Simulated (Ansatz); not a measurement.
Input:

```
MgS
1.0
    0.00000     2.59095     2.59095
    2.59095     0.00000     2.59095
    2.59095     2.59095     0.00000
Mg S
1 1
Direct
  0.00000   0.00000   0.00000
  0.50000   0.50000   0.50000
```

Calculation: HSE06 with spin-orbit coupling, rigid bands (plane waves, PAW; Ansatz, a program for electronic structure). Geometry: cell and atoms relaxed with PBEsol.

Question: What conductivity effective mass do dilute holes have at 300 K?

Answer: 1.13 mₑ.

Question: Predict the electron conductivity mass (n e² τ/σ) at 300 K, by direction if it differs.

Answer: 0.35 mₑ.

Question: And the band gap?

Answer: 3.80 eV at this level.

Rigid bands, one relaxation time for all states, no polarons. Geometry: cell and atoms relaxed with PBEsol.
